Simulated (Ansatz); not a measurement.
Given:

```
GaCuSe2
1.0
   -2.67156     2.67156     5.31633
    2.67156    -2.67156     5.31633
    2.67156     2.67156    -5.31633
Ga Cu Se
2 2 4
Direct
  0.50000   0.50000   0.00000
  0.25000   0.75000   0.50000
  0.00000   0.00000   0.00000
  0.75000   0.25000   0.50000
  0.87500   0.88484   0.50984
  0.11516   0.62500   0.99016
  0.37500   0.36516   0.49016
  0.63484   0.12500   0.00984
```

No spin polarisation.

The values are results of Kohn–Sham DFT with the LDA functional, run in Ansatz (a first-principles code) with PAW and 420 eV plane waves, no spin-orbit coupling, not measurements. Settings: 9×9×9 k-points, 0.05 eV Fermi–Dirac smearing.

**Question.** Predict the band gap, valence-band top at Γ, gap character and electron mass.

**Answer.** The band gap is 0.60 eV and the valence-band top at Γ (three highest levels, from the VBM) is 0.00, -0.09, -0.09 eV. The gap character is direct at Γ and the electron mass comes out as 0.062 mₑ along c, 0.068 mₑ across (at Γ).

The cells carry an imposed strain or load. Effective masses come from finite differences of ±0.01 Å⁻¹. No phonon test of stability was made. All final runs are without spin polarisation. The cell was made from GaCuSe$_{2}$ in the chalcopyrite structure (space group I-42d, No. 122) by this change: isotropic strain −3.00 %.
